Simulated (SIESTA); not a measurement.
Troubleshooting SIESTA: a failed run on LaZnFeSbO6 (F-43m, 10 atoms in the cell). The aim is a self-consistent single point with DFT, GGA PBEsol+U, numerical atomic orbitals DZP, PseudoDojo PBEsol standard norm-conserving potentials (rewritten from UPF to PSML).

Cell that was meant: a = 5.6299 Å, b = 5.6299 Å, c = 5.6299 Å, α = 60.00°, β = 60.00°, γ = 60.00°.

Part of the input:

```
  0.00 0.00
%endblock DFTU.proj

MaxSCFIterations             3
SCF.MustConverge             false
SCF.Mixer.Method             Pulay
SCF.Mixer.Weight             0.1
SCF.Mixer.History            6
```

Output (repeated stretches shortened):

```
        iscf     Eharris(eV)        E_KS(eV)     FreeEng(eV)     dDmax    Ef(eV) dHmax(eV)
   scf:    1   -14962.804702   -15128.507182   -15128.843696  0.675150 -2.373007 54.860771
     spin moment: {S} , |S| = {        0.0        0.0    4.45454 }     4.45454
   scf:    2   -15225.279856   -15191.263598   -15191.301658  1.029926 -3.101185 14.471884
     spin moment: {S} , |S| = {        0.0        0.0    4.96505 }     4.96505
   scf:    3   -15205.467407   -15199.105636   -15199.153377  0.143801 -3.175291  8.700826
     spin moment: {S} , |S| = {        0.0        0.0    4.92849 }     4.92849
SCF_NOT_CONV: SCF did not converge  in maximum number of steps.
SCF_NOT_CONV: SCF did not converge  in maximum number of steps.
Geom step, scf iteration, dDmax, dHmax:    0     3      0.143801     0.639499
Geom step, scf iteration, dDmax, dHmax:    0     3      0.143801     0.639499

Using DM_out to compute the final energy and forces

   [... lines left out ...]
siesta: FreeEng =    -15199.153377
siesta: Cell volume =        126.179421 Ang**3
siesta:        -119.93445646       -105.39797743  kBar
   [... lines left out ...]
              0.002   0.002   0.002   0.002   0.004
   6  3.417   0.918  -0.010   0.826   0.953   0.953  -0.056  -0.090  -0.090
   [... 9 lines left out ...]

mulliken: Qtot =       46.536

Mulliken Atomic Populations:
Atom #   charge [q] valence [e]      Sz [e]  Species
     1     1.136149    9.863851   -0.046134  La
     2     0.909830   19.090170   -0.010634  Zn
     3     1.643649   14.356351    4.668458  Fe
     4     1.566610   13.433390    0.062966  Sb
     5    -0.876043    6.876043    0.042306  O
     6    -0.876037    6.876037    0.042306  O
     7    -0.876037    6.876037    0.042306  O
     8    -0.876043    6.876043    0.042306  O
     9    -0.876037    6.876037    0.042306  O
    10    -0.876043    6.876043    0.042306  O
 Total     0.000000                4.928494
```

Q: What caused this, and what should be changed?

A: The fault is an iteration limit that is too low, with the stop on failure switched off. The program then goes on with a density that is not self-consistent. To fix it, raise the limit and let the run stop on failure. The run ended unconverged after 3 iterations.

The sound input it was made from differs as follows (other fixes are possible):
```diff
-MaxSCFIterations             3
-SCF.MustConverge             false
+MaxSCFIterations             150
```

With that input, the run converged in 96 iterations: free energy E − TS -15203.5701 eV; Fermi level (on the code's own zero) -3.83 eV; pressure -1.86 GPa; largest force (vector length) 0.581 eV/Å; size of the cell's spin moment 4.75 μB (DFT, GGA PBEsol+U, numerical atomic orbitals DZP, PseudoDojo PBEsol standard norm-conserving potentials (rewritten from UPF to PSML)).

On the sound input: the starting cell comes from a database of computed structures (which also holds hypothetical and non-ambient phases and stackings), without a prior relaxation at this level. With one magnetic atom in the cell only a parallel order is possible. With U or open f shells several self-consistent states can exist. Values carry the incompleteness of an atom-centred basis. Without a gap this mesh is coarse (it stands for a supercell whose shortest vector is 17 Å).
